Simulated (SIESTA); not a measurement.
SIESTA run on Fe3Ge (Fm-3m, 4 atoms in the cell): self-consistent single point.

Computed with GGA PBEsol, numerical atomic orbitals DZP, PseudoDojo PBEsol standard norm-conserving potentials (rewritten from UPF to PSML) (SIESTA 5.4.2).

The change in words: lattice scaled by 0.98. Reference geometry:
```
CELL_PARAMETERS angstrom
      0.00000     2.85373     2.85373
      2.85373     0.00000     2.85373
      2.85373     2.85373     0.00000
ATOMIC_POSITIONS crystal
  Fe 0.50000 0.50000 0.50000
  Fe 0.25000 0.25000 0.25000
  Fe 0.75000 0.75000 0.75000
  Ge 0.00000 0.00000 0.00000
```
Moments meant for the start (each program seeds them in its own way; μB, in the order of the atoms Fe Fe Fe Ge): 4.0 4.0 4.0 0.0.

Reference input (self-consistent single point, DFT, GGA PBEsol, numerical atomic orbitals DZP, PseudoDojo PBEsol standard norm-conserving potentials (rewritten from UPF to PSML)): XC.functional = GGA; XC.authors = PBEsol; potentials = PseudoDojo PBEsol standard; PAO.BasisSize = DZP; PAO.EnergyShift = 0.01 Ry; MeshCutoff = 350 Ry; kgrid.MonkhorstPack = 7 7 7; OccupationFunction = MP; OccupationMPOrder = 0; ElectronicTemperature = 1578.21 K; Spin = polarized; DM.InitSpin = [1 +4.00, 2 +4.00, 3 +4.00, 4 +0.00]. This run's input differs from it in these lines:

```diff
@@ -10,7 +10,7 @@
 %endblock ChemicalSpeciesLabel
-LatticeConstant              4.035785 Ang
+LatticeConstant              3.955069 Ang
 %block LatticeVectors
-     0.000000000    0.707106796    0.707106796
-     0.707106796    0.000000000    0.707106796
-     0.707106796    0.707106796    0.000000000
+     0.000000000    0.707106753    0.707106753
+     0.707106753    0.000000000    0.707106753
+     0.707106753    0.707106753    0.000000000
 %endblock LatticeVectors
@@ -18,5 +18,5 @@
 %block AtomicCoordinatesAndAtomicSpecies
-     0.707106796    0.707106796    0.707106796  1
-     0.353553398    0.353553398    0.353553398  1
-     1.060660194    1.060660194    1.060660194  1
+     0.707106753    0.707106753    0.707106753  1
+     0.353553377    0.353553377    0.353553377  1
+     1.060660130    1.060660130    1.060660130  1
      0.000000000    0.000000000    0.000000000  2
```

The program printed (abridged):

```
        iscf     Eharris(eV)        E_KS(eV)     FreeEng(eV)     dDmax    Ef(eV) dHmax(eV)
   scf:    1   -12590.750761   -12636.750550   -12636.780527  0.562397 -2.222141 11.988423
     spin moment: {S} , |S| = {        0.0        0.0    7.69421 }     7.69421
   scf:    2   -12645.481489   -12641.459692   -12641.491810  0.164456 -2.840196  8.275107
     spin moment: {S} , |S| = {        0.0        0.0    7.61774 }     7.61774
   scf:    3   -12646.593457   -12645.304855   -12645.335601  0.266482 -4.040217  2.893231
     spin moment: {S} , |S| = {        0.0        0.0    7.16679 }     7.16679
   [... lines left out ...]
     spin moment: {S} , |S| = {        0.0        0.0    5.17994 }     5.17994
   scf:   21   -12645.825073   -12645.824950   -12645.848807  0.000251 -4.400087  0.001335
     spin moment: {S} , |S| = {        0.0        0.0    5.17717 }     5.17717
   scf:   22   -12645.824763   -12645.824856   -12645.848808  0.000208 -4.399765  0.000381
     spin moment: {S} , |S| = {        0.0        0.0    5.17941 }     5.17941
   scf:   23   -12645.824844   -12645.824850   -12645.848808  0.000016 -4.399740  0.000345
     spin moment: {S} , |S| = {        0.0        0.0    5.17957 }     5.17957
SCF Convergence by DM+H criterion
max |DM_out - DM_in|         :     0.0000156776
max |H_out - H_in|      (eV) :     0.0003445100
SCF cycle converged after 23 iterations

Using DM_out to compute the final energy and forces

siesta: E_KS(eV) =           -12645.8248

siesta: E_KS - E_eggbox =    -12645.8248

siesta: Atomic forces (eV/Ang):
     1    0.000000    0.000000    0.000000
     2   -0.000243   -0.000243   -0.000243
     3    0.000242    0.000242    0.000242
     4    0.000000    0.000000    0.000000
   Tot   -0.000001   -0.000001   -0.000001
   Max    0.000243
   Res    0.000171    sqrt( Sum f_i^2 / 3N )
   Max    0.000243    constrained

Stress tensor Voigt[x,y,z,yz,xz,xy] (kbar):      -58.99      -58.99      -58.99       -0.57       -0.57       -0.57
(Free)E + p*V (eV/cell)   -12644.2382
   [... lines left out ...]
siesta: FreeEng =    -12645.848808
siesta: Cell volume =         43.746886 Ang**3
siesta:          58.98632184         58.96153561  kBar
   [... lines left out ...]

              0.133   0.191

mulliken: Qtot =       28.410

Mulliken Atomic Populations:
Atom #   charge [q] valence [e]      Sz [e]  Species
     1     0.356608   15.643392    2.688895  Fe
     2     0.586283   15.413717    1.402712  Fe
     3     0.586278   15.413722    1.402711  Fe
     4    -1.529169   15.529169   -0.314747  Ge
 Total    -0.000000                5.179571
```

The run converged in 23 iterations. Against the reference run the free energy drops by 2.0 meV/atom, the pressure goes from -5.60 to 5.90 GPa and the size of the net moment goes from 1.51 to 1.29 μB/atom.

The starting cell comes from a database of computed structures (which also holds hypothetical and non-ambient phases and stackings), without a prior relaxation at this level. Its lattice was rescaled by a random factor within 2.5 % of one. For this run, on top of that: lattice scaled by 0.98. The magnetic order is the one reached from the typed start; others were not searched systematically. Values carry the incompleteness of an atom-centred basis. With a pressure of about 6 GPa the cell is away from its equilibrium volume at this level.

Cost on one core of a shared machine: roughly 3 min.
